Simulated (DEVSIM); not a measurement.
abrupt GaAs p-n junction

System: abrupt GaAs p-n junction, at 300 K.

| layer (left to right) | material | thickness (μm) | Nd (cm⁻³) | Na (cm⁻³) | τn (s) | τp (s) |
|---|---|---|---|---|---|---|
| 1 | GaAs | 0.550 | - | 9.9e15 | 8.9e-8 | 8.9e-8 |
| 2 | GaAs | 33.0 | 1.8e17 | - | 8.9e-8 | 8.9e-8 |

Left contact: ohmic. Right contact: ohmic. Voltage is applied to the left contact. Recombination: SRH at mid-gap, radiative, Auger. Mobility is μmin + (μ − μmin)/(1 + (N/Nref)^α).

Constants are typed, rounded textbook-type inputs, not results; the design itself was drawn at random and stands for no fabricated device. Values at 300 K.

```tsv
parameter	GaAs
gap (eV)	1.424
affinity (eV)	4.07
permittivity	12.9
Nc (cm⁻³)	4.7e17
Nv (cm⁻³)	9e18
μn (cm²/Vs)	8500
μp (cm²/Vs)	400
μn,min	500
μp,min	20
Nref,n	6e16
Nref,p	1.5e17
αn	0.39
αp	0.38
B (cm³/s)	2e-10
Cn (cm⁶/s)	1e-30
Cp (cm⁶/s)	1e-30
```

Model (solved in DEVSIM): 1D drift-diffusion, Boltzmann statistics, complete ionisation; no tunnelling, impact ionisation, image-force lowering or self-heating.

```yaml
potential_step_across_the_device_at_zero_bias: 1.223 V
largest_field_in_the_device_at_zero_bias: 56000 V/cm
Dark forward voltage at 1 A/cm²: 0.921 V
Dark forward voltage at 100 A/cm²: 1.047 V
```

Dark forward current:

(V (V), J (A/cm²)): (0.05, 7.9e-12); (0.15, 8.0e-11); (0.25, 6.1e-10); (0.30, 1.7e-9); (0.40, 1.5e-8); (0.50, 2.2e-7); (0.60, 6.2e-6); (0.65, 3.8e-5); (0.75, 0.0016); (0.85, 0.069); (0.95, 3.0); (1.00, 19); (1.10, 450); (1.20, 2200)

Dark reverse current:

```json
[
 {"V (V)": "-0.04", "J (A/cm²)": "-3.3e-12"},
 {"V (V)": "-0.10", "J (A/cm²)": "-6.7e-12"},
 {"V (V)": "-0.20", "J (A/cm²)": "-1.1e-11"},
 {"V (V)": "-0.30", "J (A/cm²)": "-1.6e-11"},
 {"V (V)": "-0.40", "J (A/cm²)": "-2.0e-11"},
 {"V (V)": "-0.60", "J (A/cm²)": "-2.7e-11"},
 {"V (V)": "-0.80", "J (A/cm²)": "-3.4e-11"},
 {"V (V)": "-1.00", "J (A/cm²)": "-4.0e-11"},
 {"V (V)": "-1.30", "J (A/cm²)": "-4.8e-11"},
 {"V (V)": "-1.60", "J (A/cm²)": "-5.6e-11"},
 {"V (V)": "-2.00", "J (A/cm²)": "-6.4e-11"}
]
```
